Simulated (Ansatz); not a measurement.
The cell is built on a prototype and need not be the phase stable at ambient conditions.

By PBEsol, the system below comes out a metal.

The ballistic (Sharvin) conductance counts the channels at the Fermi level: G/A = (e²/h) × channels of both spins per area.

Consider the following.

```
CELL_PARAMETERS angstrom
      5.01479     0.00000     0.00000
      0.00000     4.90139     0.00000
      0.00000     2.45069     1.41491
ATOMIC_POSITIONS crystal
  C  0.00000 0.00000 0.00000
  Re 0.72769 0.66667 0.00000
  Re 0.27231 0.33333 0.00000
```

Space group of this cell: P-3m1. The cell was relaxed by PBE-D3(BJ); by PBEsol its mean pressure is -2.6 GPa.

The current flows along the normal of the first two printed cell vectors. No spin-orbit coupling; the value is a mean over 0.1 eV about the Fermi level.

Problem. State the ballistic conductance per area according to PBEsol (Ansatz, a first-principles code).

Solution. 1.4 × 10¹⁵ S/m² for both spins.
